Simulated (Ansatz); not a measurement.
## A computed series for Ga2O3: response to strain

The parent structure is Ga2O3 in the corundum structure (space group R-3c, No. 167).

```
Ga2O3
1.0
    2.49227     1.43891     4.48034
   -2.49227     1.43891     4.48034
    0.00000    -2.87783     4.48034
Ga O
4 6
Direct
  0.35541   0.35541   0.35541
  0.14459   0.14459   0.14459
  0.64459   0.64459   0.64459
  0.85541   0.85541   0.85541
  0.55361   0.94639   0.25000
  0.25000   0.55361   0.94639
  0.94639   0.25000   0.55361
  0.44639   0.05361   0.75000
  0.75000   0.44639   0.05361
  0.05361   0.75000   0.44639
```

Cartesian axes are those of the cell as printed.

Strains are applied to the cell and any free atomic positions relax.

All numbers come from Ansatz (an electronic-structure program), r2SCAN, PAW, cutoff 500 eV, no spin-orbit coupling, earlier PAW set.

Candidates:
(a) strain tensor (xx, yy, zz, yz, xz, xy) = (−0.99, +0.22, −2.63, −0.15, +0.14, +0.08) %
(b) tensor shear ε_xy = +0.74 %
(c) tensor shear ε_yz = +2.61 %
(d) isotropic strain −0.42 %

Base values:

Band gap: 3.57 eV

Task: Order them by band gap, highest first.

Result: (a) strain tensor (xx, yy, zz, yz, xz, xy) = (−0.99, +0.22, −2.63, −0.15, +0.14, +0.08) % (3.91 eV), (d) isotropic strain −0.42 % (3.71 eV), (b) tensor shear ε_xy = +0.74 % (3.57 eV), (c) tensor shear ε_yz = +2.61 % (3.54 eV)

No phonon test of stability was made.
